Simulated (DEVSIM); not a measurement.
Structure: Mo/SiO2/n-Si capacitor, at 300 K.

| layer (left to right) | material | thickness (nm) | Nd (cm⁻³) |
|---|---|---|---|
| 1 | SiO2 | 20.0 | - |
| 2 | Si | 17000 | 1.1e15 |

Metal gate on the left, work function 4.6 eV. Fixed charge at the semiconductor interface -2e11 cm⁻² (in units of +e); no interface traps.

The device is made up for the run: typed textbook-type constants, with dimensions and the other settings drawn at random. Values at 300 K.

```
parameter      SiO2       Si
-------------  ----  -------
gap (eV)          9    1.124
affinity (eV)   0.9     4.05
permittivity    3.9     11.7
Nc (cm⁻³)         -  2.86e19
Nv (cm⁻³)         -   3.1e19
```

DEVSIM, 1D Poisson equation in equilibrium, Boltzmann statistics, complete ionisation; no quantum confinement or tunnelling. Metal contacts follow the ideal Schottky-Mott rule: no Fermi-level pinning, no interface dipoles.

Base results: threshold voltage (band bending 2φF) (V) -0.21; flat-band voltage (V) 0.47; minimum of the low-frequency capacitance (μF/cm²) 0.0131; capacitance of the dielectric stack (μF/cm²) 0.173.

Problem. What follows from this one change: gate work function 4.6 → 4.9 eV?

Solution. threshold voltage (band bending 2φF) -0.21 → 0.09 V; flat-band voltage 0.47 → 0.77 V; minimum of the low-frequency capacitance little changed (0.0131 μF/cm²); capacitance of the dielectric stack little changed (0.173 μF/cm²).

Problem. What follows from this one change: substrate doping 1.1e+15 → 2.2e+15 cm^-3?

Solution. threshold voltage (band bending 2φF) -0.21 → -0.27 V; flat-band voltage 0.47 → 0.49 V; minimum of the low-frequency capacitance 0.0131 → 0.0180 μF/cm²; capacitance of the dielectric stack little changed (0.173 μF/cm²).

Problem. What follows from this one change: interface trap density 0 → 1e+11 cm^-2 eV^-1?

Solution. threshold voltage (band bending 2φF) -0.21 → -0.26 V; flat-band voltage little changed (0.48 V); minimum of the low-frequency capacitance 0.0131 → 0.0260 μF/cm²; capacitance of the dielectric stack little changed (0.173 μF/cm²).

Problem. What follows from this one change: SiO2 thickness 0.02 → 0.011 μm?

Solution. threshold voltage (band bending 2φF) -0.21 → -0.25 V; flat-band voltage 0.47 → 0.39 V; minimum of the low-frequency capacitance 0.0131 → 0.0141 μF/cm²; capacitance of the dielectric stack 0.173 → 0.314 μF/cm².
